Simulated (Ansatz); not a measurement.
Consider a periodic stack without vacuum, tetragonal MoSi2 (1 1 0) on zinc-blende InSb (1 1 1) (film strained to the substrate, faces as cut): substrate slab In4Sb4, film Mo4Si8, surface cells [[0, -1], [1, -1]] and [[-1, -1], [0, -1]], film strained by +3.2 and +3.3 %, faces Sb/In and MoSi/MoSi as cut (like faces can put a slab off its formula). Its start:

```
CELL_PARAMETERS angstrom
      4.69342     0.00000     0.04358
      2.34671     4.06463     0.02166
      0.04788     1.01392    25.44001
ATOMIC_POSITIONS crystal
  In 0.86113 0.03992 0.15123
  In 0.23312 0.33262 0.30352
  In 0.63254 0.62744 0.45526
  In 0.73940 0.92622 0.60150
  Sb 0.04766 0.02432 0.03853
  Sb 0.19902 0.36318 0.19111
  Sb 0.56821 0.65598 0.34232
  Sb 0.96897 0.95156 0.49657
  Mo 0.04752 0.90835 0.69724
  Mo 0.04720 0.39178 0.77813
  Mo 0.05491 0.87755 0.86695
  Mo 0.05610 0.36480 0.94871
  Si 0.37277 0.25435 0.69161
  Si 0.71674 0.56432 0.69076
  Si 0.38930 0.73250 0.77997
  Si 0.71462 0.04222 0.78018
  Si 0.38556 0.21387 0.86423
  Si 0.71526 0.52573 0.86469
  Si 0.39246 0.68899 0.95382
  Si 0.71636 0.01007 0.95247
```

The start was prepared with a machine-learned potential, and the result is one local minimum, with the in-plane cell held and forces under 0.04 eV/Å; the film can end far from its bulk form.

Level of theory: PBE (plane waves to 420 eV, PAW; Ansatz, a first-principles code). Scalar-relativistic, without spin–orbit coupling; the runs are not spin-polarised. Its k-point mesh 8×8×1, Fermi–Dirac width 0.05 eV.

Problem. Predict the relaxed interface.

Solution. 
- interface area = 19.1 Å²
- period = 24.92 Å
- gaps between the outermost planes at the two interfaces = 2.39 and 2.17 Å
- Sb–Si contacts across the interfaces within 1.22 times the sum of covalent radii = 2, mean 2.62 Å
- Mo–Sb contacts across the interfaces within 1.22 times the sum of covalent radii = 2, mean 3.21 Å
- In–Mo contacts across the interfaces within 1.22 times the sum of covalent radii = 1, mean 2.66 Å
